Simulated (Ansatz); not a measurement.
Consider Ge in the diamond structure (space group Fd-3m, No. 227).

```
Ge
1.0
    0.00000     2.83720     2.83720
    2.83720     0.00000     2.83720
    2.83720     2.83720     0.00000
Ge
2
Cartesian
  2.83720   2.83720   2.83720
  4.25579   4.25579   4.25579
```

Cartesian axes are those of the cell as printed.

Method: Kohn–Sham DFT with the r2SCAN functional, run in Ansatz (a quantum-chemistry and plane-wave program) with PAW and 500 eV plane waves, spin-orbit coupling left out.

Base values:

* **Pressure**: 0.01 GPa

It is then changed as follows: the symmetric strain tensor [0.0057 0.0001 0.0008; 0.0001 0.0003 -0.0071; 0.0008 -0.0071 0.0038], atoms relaxed at fixed cell.

How does this affect the energy relative to the base and pressure?

The energy grows by 1.5 meV/atom; the pressure (mean of the normal stresses, compression positive) drops by 0.67 GPa to -0.66 GPa.

Stability against distortions was not tested.
